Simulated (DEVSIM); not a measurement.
Device: abrupt InP p-n junction, at 300 K.

```csv
layer (left to right),material,thickness (μm),Nd (cm⁻³),Na (cm⁻³),τn (s),τp (s)
1,InP,0.280,-,8.1e15,4.8e-8,4.8e-8
2,InP,290,2.5e16,-,4.8e-8,4.8e-8
```

Left contact: ohmic. Right contact: ohmic. Voltage is applied to the left contact. Recombination: SRH at mid-gap, radiative. Mobility is μmin + (μ − μmin)/(1 + (N/Nref)^α).

Constants are typed, rounded textbook-type inputs, not results; the design itself was drawn at random and stands for no fabricated device. Values at 300 K; Nc and Nv go as T^1.5, mobilities as T to minus their exponent, the gap by Varshni's rule with the affinity fixed.

```tsv
parameter	InP
gap (eV)	1.344
affinity (eV)	4.38
permittivity	12.5
Nc (cm⁻³)	5.7e17
Nv (cm⁻³)	1.1e19
μn (cm²/Vs)	5200
μp (cm²/Vs)	170
μn,min	400
μp,min	10
Nref,n	3e17
Nref,p	4.9e17
αn	0.47
αp	0.62
T exponent of μn	2
T exponent of μp	2
B (cm³/s)	1.2e-10
Varshni α (eV/K)	0.000363
Varshni β (K)	162
```

DEVSIM, 1D drift-diffusion, Boltzmann statistics, complete ionisation; no tunnelling, impact ionisation, image-force lowering or self-heating.

The temperature was swept, all else fixed.

| temperature (K) | potential step across the device at zero bias (V) | largest field in the device at zero bias (V/cm) | dark forward voltage at 100 A/cm² (V) | dark forward voltage at 1 A/cm² (V) |
|---|---|---|---|---|
| 250 | 1.149 | 46000 | 1.150 | 0.921 |
| 300 | 1.077 | 44000 | 1.112 | 0.805 |
| 350 | 1.002 | 42000 | 1.079 | 0.687 |
| 400 | 0.925 | 40000 | 1.052 | 0.568 |
| 450 | 0.846 | 38000 | 1.032 | 0.446 |
| 500 | 0.766 | 35000 | 1.018 | 0.324 |

From the first row to the last the potential step across the device at zero bias goes from 1.149 to 0.766. From the first row to the last the largest field in the device at zero bias goes from 46000 to 35000.
